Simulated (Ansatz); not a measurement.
Data:

```xyz
2
Lattice="3.6772 0.0000 0.0000 -1.8386 3.1845 0.0000 0.0000 0.0000 17.2731" Properties=species:S:1:pos:R:3 pbc="T T T"
As     1.8386     1.0615     9.3226
As     0.0000     2.1230     7.9506
```

Computed with PBE with spin-orbit coupling, rigid bands (plane waves, PAW; Ansatz, an electronic-structure program). Condition of this run: biaxial strain +2 % with spin-orbit coupling. Geometry: cell and atoms relaxed with PBE, then loaded as said.

What conductivity effective mass do dilute holes have at 300 K?

0.28 mₑ.

Predict the electron conductivity mass (n e² τ/σ) at 300 K, by direction if it differs.

0.22 mₑ.

And the band gap?

1.66 eV at this level; semilocal functionals usually fall short of the measured gap.

Rigid bands, one relaxation time for all states, no polarons.
